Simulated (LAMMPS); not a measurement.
Simulation of a melt of Al (fcc) with 75 % of Al sites Cu, 2048 atoms, cooled from 1750 K to 300 K at 1e+13 K/s, at zero pressure.

Model: classical MD, pair style eam/alloy, file AlCu.eam.alloy, run in LAMMPS.

Problem. Predict the first peak of g(r), Cu-Cu, the coordination number of Cu by Al, the enthalpy per atom, the most common Al-Cu-Al angle.

Solution. first peak of g(r), Cu-Cu: 2.52 Å, height 4.5; coordination number of Cu by Al: 3.71 (counted to 3.50 Å); enthalpy per atom: -3.501 eV (one sample); most common Al-Cu-Al angle: in the 3° bin centred on 58.5° (mean of all 101°).
